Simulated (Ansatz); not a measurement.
Consider the formation energy of LiCu3N (anti-perovskite, Pm-3m) from the elements. Reaction: Li (bcc) + 3 Cu (fcc) + 1/2 N2 (gas) → LiCu3N (anti-perovskite). The sign is products less reactants. The value is per atom of the solid.

LiCu3N (anti-perovskite, Pm-3m), 5 atoms in the cell; this is a cell from a database of computed structures that this text hasn't matched to a measured one; spin state with PBE: run without spin, k-point mesh 12×12×12 on the run's own vectors.
```
Cu3LiN
1.0
    2.75769     1.59216     2.25158
   -2.75769     1.59216     2.25158
    0.00000    -3.18431     2.25158
Cu N Li
3 1 1
Direct
  0.99333   0.99333   0.49334
  0.49334   0.99333   0.99333
  0.99333   0.49334   0.99333
  0.99334   0.99334   0.99334
  0.49332   0.49332   0.49332
```

Li (bcc, Im-3m), 1 atom in the cell, k-point mesh 24×24×24 on the run's own vectors. Conventional cell: a = b = c = 3.4393 Å, α = β = γ = 90.00°.

Cu (fcc, Fm-3m), 1 atom in the cell; spin state with PBE: run without spin, k-point mesh 28×28×28 on the run's own vectors. Conventional cell: a = b = c = 3.630 Å, α = β = γ = 90.00°.

An isolated N2 molecule (singlet) in a box of 11 × 11 × 13 Å.

Computed with Ansatz (plane waves, PAW), its default PAW set, cutoff 420 eV, 500 eV for r2SCAN. The structures are at rest with PBE; other levels are single points on them. Neutral cells; Fermi-Dirac smearing of at most 0.10 eV in the solids, energies taken to zero width. The lattices are those relaxed with PBE, so at other levels the solids can be strained, which adds to the spread. A dispersion term (D3(BJ), or D4 for r2SCAN) was computed beside these levels and is taken off wherever the name lacks it. Nuclei at rest; no vibrational terms. Cells are local rest points, mostly with their start's symmetry. The d electrons get no Hubbard U.

Q: What value does PBE give?

A: 0.16 eV/atom, for Li (bcc) + 3 Cu (fcc) + 1/2 N2 (gas) → LiCu3N (anti-perovskite).

Q: What do the other levels give, and how wide is the spread?

A: 
```tsv
Method	value (eV/atom)	less PBE
r2SCAN	0.13	-0.03
```

The levels shown span 0.03 eV/atom, from r2SCAN (0.13) to PBE (0.16).

Ansatz is a first-principles code.
